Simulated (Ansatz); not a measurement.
Base system: TiSi2 (space group Fddd, No. 70; a = 4.7804 Å, b = 8.2321 Å, c = 8.5219 Å).

The values are results of r2SCAN, PAW, 500 eV (Ansatz, an electronic-structure program; without spin-orbit coupling), earlier PAW set, not measurements.

Base values:

The pressure is 0.0 GPa and the band gap is zero.

Modification: the cell is scaled by 1.0266 in all directions; the atoms relax in the strained cell.

Task: What does the calculation give for the energy relative to the base after the change?

Result: The energy increases by 38 meV/atom.

Task: How does this affect the pressure?

Result: The pressure (mean of the normal stresses, compression positive) goes from zero to -10.0 GPa.

Task: How does this affect the band gap?

Result: The band gap remains zero.

Whether these cells are dynamically stable was not tested. All final runs are without spin polarisation.
